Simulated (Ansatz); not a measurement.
System: interstitial O in rutile TiO2 (charge state -2). The step: a concerted move, in which O travels most; the atom moves 1.09 Å along (0.01, 0.17, -0.25) of the unit cell; the moving atom starts with neighbours O at 2.12, 2 O at 2.31, O at 2.49, 2 O at 2.61, O at 2.65; Ti at 2.04, 2 Ti at 2.07, Ti at 2.12 Å and ends with 4 O at 2.27; Ti at 2.09, 2 Ti at 2.10, Ti at 2.11 Å. DFT values are from Ansatz (plane-wave PAW, 420 eV unless said) in a cell of 72 host sites, spin-restricted, static, with no finite-size correction. The charge state is imposed; whether it is stable for some Fermi level was not computed. Sites that were not tried may lie lower. For the PBE band: the saddle point's order was not checked.

```
Level                                                                    Forward barrier (eV)  Cost of the band or of the saddle's single point
-----------------------------------------------------------------------  --------------------  ------------------------------------------------
CHGNet universal potential (has no charge state), its own band                           0.22                                                 -
PBE, one k-point at (0.250, 0.250, 0.250), band relaxed                                  0.51            about 80 core-minutes (a rough figure)
PBE, a 2×2×2 k-point mesh shifted by half a step, same geometries                        0.51                     very roughly 2.6 core-minutes
r2SCAN at 500 eV, one k-point at (0.250, 0.250, 0.250), same geometries                     ?                   around 120 core-seconds (rough)
```

Some entries are withheld; supply them.


- r2SCAN at 500 eV, one k-point at (0.250, 0.250, 0.250), same geometries, Forward barrier (eV): 0.49

Ansatz is a program for electronic structure.
